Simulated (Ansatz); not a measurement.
## GaN in the zinc blende structure (space group F-43m, No. 216)

```yaml
crystal:
  lattice:
    - [0.00000, 2.24895, 2.24895]
    - [2.24895, 0.00000, 2.24895]
    - [2.24895, 2.24895, 0.00000]
  atoms:
    - { symbol: Ga, position: [0.00000, 0.00000, 0.00000] }
    - { symbol: N, position: [0.25000, 0.25000, 0.25000] }
```

Computed with r2SCAN (Ansatz, a program for electronic structure; PAW; 500 eV plane waves; no SOC). k-mesh 13×13×13 (Γ-centred); smearing 0.05 eV (Fermi–Dirac).

Volume per atom: 11.37 Å³
Density: 6.11 g/cm³
Band gap: 2.17 eV, direct at Γ
Electron mass: 0.17 mₑ
Hole mass (degenerate bands, along [100]): 0.18, 0.86, 0.86 mₑ
Lowest conduction-band minima above the VBM: Γ 2.17 eV
Total energy: -2088.187 eV/atom (σ→0; compares only within this code and set-up)

Masses are band curvatures over ±0.01 Å⁻¹ around the edge. Stability against distortions was not tested. This is not the structure that GaN has at room temperature and ambient pressure.
